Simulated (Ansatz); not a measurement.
# SrTiO3: stress against strain

SrTiO3 (cubic perovskite, Pm-3m, 11.783 Å³/atom at rest) under an equal strain ε in the (111) plane with the normal axis free, as in a coherent film. PBEsol in Ansatz, a plane-wave DFT program (PAW, default set), 420 eV, 9×9×9 Γ-centred mesh, Fermi-Dirac smearing 0.05 eV; ions are relaxed within the symmetry of each cell. Stress is positive for a compressed cell.

Here s stands for strain and y for stress xx.

```csv
strain (%),stress xx (GPa)
-2.50,?
-1.00,3.88
-0.50,1.91
0.00,-0.01
0.50,-1.86
1.00,-3.66
```

**Question.** Using a straight line, estimate the missing y at s = -2.50 from the other rows, showing the fit.

**Answer.** Means: s 0, y 0.052. About the means, the sum of products is -9.4250 and the sum of squares of s is 2.5000; the slope is their ratio. Least squares gives y = 0.052 - 3.7700·s. Residuals (row less fit): 0.058, -0.027, -0.062, -0.027, 0.058; standard error 0.063 (degrees of freedom: 3). The slope gives the biaxial elastic modulus of this plane = 377 ± 4 GPa. At the withheld row, y = 0.052 - 3.7700 × (-2.5) = 9.477 GPa. The calculation gives 10.16 GPa, 0.683 GPa above the prediction (4.9 % of the range of y in the table). The row lies outside the fitted rows, so this is an extrapolation. From the scatter of the fitted rows alone, a prediction at this place has a standard error of 0.122 GPa, so the miss is 5.6 times that.

One order more, fitted to all 11 runs of the series, follows each within 0.01, so the miss is the next term of a smooth law. The primitive cell can neither tilt nor turn polar against its symmetry, as such crystals can under strain. SrTiO3 is here the ideal cubic form; the compound distorts at low or room temperature. Rows are the converged runs of the series near zero and its far end; series whose fitted rows scatter by over a few per cent of the range, as at a crossing or softening among them, aren't shown in this form. Most that stay on the fit to the last digits aren't either.
